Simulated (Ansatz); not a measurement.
The parent structure is BAs in the zinc blende structure (space group F-43m, No. 216; a = 4.732 Å). Axes: x, y, z lie along the cube axes.

Computed with LDA (Ansatz, a program for electronic structure; PAW; 420 eV plane waves; spin-orbit coupling left out).

Before the change:

```
Quantity              Result
-------------------  -------
Smallest direct gap  3.29 eV
```

It is then changed as follows: the cell is stretched by 2.00 % along z with no lateral relaxation, atoms relaxed at fixed cell.

Question: Predict the new stress.

Answer: The stress (xx, yy, zz, yz, xz, xy; compression positive) is (-1.37, -1.37, -5.66, 0.00, 0.00, 0.00) GPa.

Question: What does the calculation give for the smallest direct gap after the change?

Answer: The smallest direct gap drops by 0.13 eV (3.29 eV → 3.16 eV).

The cells carry an imposed strain or load. Stability against distortions was not tested.
